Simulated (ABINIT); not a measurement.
## A short convergence ladder for ZrOs (Pm-3m, 2 atoms in the cell)

```xyz
2
Lattice="3.2863 0.0000 0.0000 0.0000 3.2863 0.0000 0.0000 0.0000 3.2863" Properties=species:S:1:pos:R:3 pbc="T T T"
Zr     1.6432     1.6432     1.6432
Os     0.0000     0.0000     0.0000
```

Base method: LDA (PW92), PAW (JTH v2.0 LDA PAW) (plane waves; ABINIT).

Base settings: pseudos = [Zr.LDA_PW-JTH.xml, Os.LDA_PW-JTH.xml]; ecut = 544 eV; pawecutdg = 1088 eV; pawxcdev = 0; occopt = 7; tsmear = 0.1 eV; ngkpt = 5 5 5; nshiftk = 1; shiftk = 0 0 0; potentials = JTH v2.0 LDA PAW.

**The force threshold of a relaxation**

On ZrOs (P4mm, 2 atoms in the cell): one atom moved by 0.15 angstrom.

In this ladder: toldfe = default; tolvrs = 1e-11; ionmov = 2; ntime = 40.

The mesh stays at the base's, so the ladder's end is converged at best in this setting alone.

Only quantities that move along the ladder and can be compared are tabulated.

| tolmxf | free energy less the last step's (meV/atom) | largest force left (eV/Å) | relaxation steps |
|---|---|---|---|
| 0.00389 Ha/bohr | 0.21 | 0.0683 | 3 |
| 0.00194 Ha/bohr | 0.21 | 0.0683 | 3 |
| 0.000972 Ha/bohr | 0.01 | 0.0144 | 4 |
| 0.000583 Ha/bohr | 0.01 | 0.0144 | 4 |
| 0.000389 Ha/bohr | 0.01 | 0.0144 | 4 |
| 0.000194 Ha/bohr | 0.00 | 0.0000 | 5 |
| 9.72e-05 Ha/bohr | 0.00 | 0.0000 | 5 |
| 3.89e-05 Ha/bohr | 0.00 | 0.0000 | 5 |
| 1.94e-05 Ha/bohr | 0.00 | 0.0000 | 5 |

Coarsest tolmxf that holds the largest force left within 0.02 eV/Å of the last step, with all finer ones: 0.000972 Ha/bohr; the step before is off by 0.068 eV/Å.

Coarsest tolmxf that holds the free energy within 0.05 meV/atom of the last step, with all finer ones: 0.000972 Ha/bohr; the step before is off by 0.21 meV/atom.

Two neighbours can agree and both be off: 0.00389 Ha/bohr and 0.00194 Ha/bohr differ by 0.00 meV/atom in the free energy, yet lie about 0.21 meV/atom from the last step.

On the base run: the starting cell comes from a database of computed structures (which also holds hypothetical and non-ambient phases and stackings), without a prior relaxation at this level. Its lattice was rescaled by up to half a per cent. Spin polarisation is off. In the base run, with a pressure of about -12 GPa the cell is away from its equilibrium volume at this level. Without a gap this mesh is coarse (it stands for a supercell whose shortest vector is 16 Å).
